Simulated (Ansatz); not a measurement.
Results of Hartree–Fock (plane waves, PAW; Ansatz, a quantum-chemistry and plane-wave program) for cubic perovskite KNiF₃.

Settings: plane-wave cutoff 460 eV, 6×6×6 k mesh, Fermi–Dirac smearing 0.01 eV, spin-polarised with parallel moments, scalar-relativistic PAW data made under PBE.

Cell (measured lattice):

```
CELL_PARAMETERS angstrom
      4.01300     0.00000     0.00000
      0.00000     4.01300     0.00000
      0.00000     0.00000     4.01300
ATOMIC_POSITIONS crystal
  K  0.00000 0.00000 0.00000
  Ni 0.50000 0.50000 0.50000
  F  0.50000 0.00000 0.50000
  F  0.00000 0.50000 0.50000
  F  0.50000 0.50000 0.00000
```
Starting moments (μB, in the order of the record's atoms K Ni F F F): 0.0 2.0 0.0 0.0 0.0.

**Question.** Give the computed band gap and smallest direct gap on the k points sampled.

**Answer.** 
* **band gap**: 17.50 eV (on the SCF k mesh) (indirect)
* **smallest direct gap on the k points sampled**: 19.34 eV

Note: the magnetic order was assumed, not searched for or taken from measurement; cell and atoms aren't relaxed at this level (pressure 4.3 GPa).

Computing time: about 5 core-minutes (a rough figure).
